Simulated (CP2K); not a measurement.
Band structure of La3Ga (Pm-3m, 4 atoms in the cell).

```
La3Ga
1.0
    4.98640     0.00000     0.00000
    0.00000     4.98640     0.00000
    0.00000     0.00000     4.98640
La Ga
3 1
Direct
  0.00000   0.50000   0.50000
  0.50000   0.00000   0.50000
  0.50000   0.50000   0.00000
  0.00000   0.00000   0.00000
```

Method of the run: PBEsol, GPW, DZVP-MOLOPT-SR-GTH basis, GTH-PBE potentials (GTH_POTENTIALS) run with CP2K.

Settings: CUTOFF = 600 Ry; REL_CUTOFF = 50 Ry; SMEAR/METHOD = FERMI_DIRAC; ELECTRONIC_TEMPERATURE = 580.23 K; KPOINTS/SCHEME = MONKHORST-PACK 7 7 7; XC_FUNCTIONAL = PBE:PBESOL; La/BASIS_SET = DZVP-MOLOPT-SR-GTH-q11; La/POTENTIAL = GTH-PBE-q11; Ga/BASIS_SET = DZVP-MOLOPT-SR-GTH-q13; Ga/POTENTIAL = GTH-PBE-q13; METHOD = GPW; EPS_DEFAULT = 1e-10; EXTRAPOLATION = USE_GUESS; NGRIDS = 5.

The starting cell comes from a database of computed structures (which also holds hypothetical and non-ambient phases and stackings), without a prior relaxation at this level. Its lattice was rescaled by a random factor within 2.5 % of one. Values carry the incompleteness of an atom-centred basis. The potentials were made for another functional than the one used.

Levels in eV from the Fermi level, bands 20 to 25:
```tsv
point	20	21	22	23	24	25
Γ	-1.06	-1.06	-1.06	-1.04	-1.04	1.11
X	-1.34	-0.76	-0.76	-0.68	0.66	1.49
M	-1.32	-1.32	-0.04	-0.04	0.39	0.70
R	-1.22	-1.22	0.39	0.39	0.39	1.35
```

Bands cross the Fermi level along this path, so the cell is metallic at this level.

Higher empty bands are left out: an atom-centred basis made for the valence describes them poorly.
